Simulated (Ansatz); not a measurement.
Consider TiSi₂ (space group Cmcm, No. 63; a = 3.515 Å, b = 13.348 Å, c = 3.557 Å).

One thing is altered: cell and atoms relaxed at a pressure of 30 GPa.

Levels (all Ansatz, a program for electronic structure, PAW): PBEsol (420 eV, spin-orbit coupling left out); r2SCAN (500 eV, spin-orbit coupling left out).

The geometry is relaxed with PBEsol.

| Quantity | Value |
|---|---|
| PBEsol pressure | 30.0 GPa |

What does r2SCAN give at this geometry for the pressure?

The pressure increases by 2.9 GPa, from 30.0 GPa to 32.9 GPa.

Single points use the geometry relaxed with PBEsol. Their cutoffs differ, which shifts pressures a little. Load acts through the strain it causes; cell and atoms are relaxed under it. Stability against distortions was not tested. No other phases were tried under pressure. All final runs are without spin polarisation.
